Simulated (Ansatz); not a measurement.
The reference is Cs2CaBr4 (space group I4/mmm, No. 139; a = 5.609 Å, c = 17.770 Å; a cell from a computed database, its experimental status unchecked).

Method: PBEsol in Ansatz (plane waves to 420 eV, PAW, no spin-orbit coupling).

Before the change:

```
Item                          Result
-------------------  ---------------
Lattice parameter a          5.609 Å
Band gap                     4.36 eV
c/a ratio                      3.168
Gap character        indirect, X → Γ
```

Now apply this change: cell and atoms relaxed at a pressure of 30 GPa.

Problem. What happens to the lattice parameter a, band gap, c/a ratio and gap character?

Solution. The lattice parameter a decreases by 0.8866 Å, from 5.609 Å to 4.723 Å; the band gap drops by 1.29 eV to 3.07 eV; the c/a ratio rises by 0.0176 to 3.185; the gap character changes from indirect, X → Γ to direct at Γ.

Load acts through the strain it causes; cell and atoms are relaxed under it. No phonon test of stability was made. No other phases were tried under pressure.

Ansatz is an electronic-structure program.
